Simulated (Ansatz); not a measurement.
MgS (I4/mmm), PBEsol with spin-orbit coupling, rigid bands (Ansatz, an electronic-structure program): Condition of this run: uniaxial stress zz = -1 GPa (compression positive) (the target of the relaxation). band gap 2.65 eV, N_c = 1.16e19 cm⁻³ and N_v = 5.31e19 cm⁻³ at 300 K, conductivity masses along y (a = (0.00, 2.59, 2.61) Å; b = (2.59, 0.00, 2.61) Å; c = (2.59, 2.59, 0.00) Å) of 0.379 mₑ (electrons) and 1.21 mₑ (holes). Take k_BT = 0.02585 eV.

Problem. A film of it is 3 nm thick, with its normal along the direction named. Estimate the confinement energies in an infinite well.

Solution. ħ²π²/(2m t²) = 0.376 eV·nm²/(m/mₑ × t²) gives 110 meV for electrons and 34.5 meV for holes, so the gap would widen to about 2.79 eV. Finite barriers and nonparabolic bands lower this, and with several valleys or bands the heaviest mass along the normal sets the lowest level, not this average.

Problem. Find the intrinsic carrier density and the intrinsic Fermi level.

Solution. n_i = √(N_c N_v) exp(−E_g/2k_BT) = 2.48e19 × exp(−51.25) = 1.4e-3 cm⁻³. The level lies (k_BT/2) ln(N_v/N_c) = 20 meV from mid-gap (positive towards the conduction band). Each 0.1 eV added to the gap lowers n_i by a factor of 6.9.

Problem. What thermal injection velocity √(2k_BT/πm) limits a ballistic channel along the direction named?

Solution. 8.74e6 cm/s for electrons and 4.89e6 cm/s for holes, a ratio of √(m_h/m_e) = 1.79, for dilute carriers.

Rigid, parabolic bands with the computed gap; masses take one relaxation time for all states.
